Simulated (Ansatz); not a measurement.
Crystal: SrTiO3 (Pm-3m, cubic perovskite, 5 atoms a cell, 12.0 Å³ an atom); both levels run on this one cell.

Complex bands along the normal of (001) by Ansatz (plane waves, PAW, no spin-orbit coupling). r2SCAN gives a gap of 2.25 eV and a slowest mid-gap decay of 0.259 1/Å.

What does PBE give on the same cell, and what does that do to the current through 2 nm?

Gap 1.88 eV, κ = 0.247 1/Å. The mid-gap transmission through 2 nm changes by exp(2 × 20 × (0.259 − 0.247)) = a factor of 1.6 against r2SCAN.

Ansatz is a quantum-chemistry and plane-wave program.
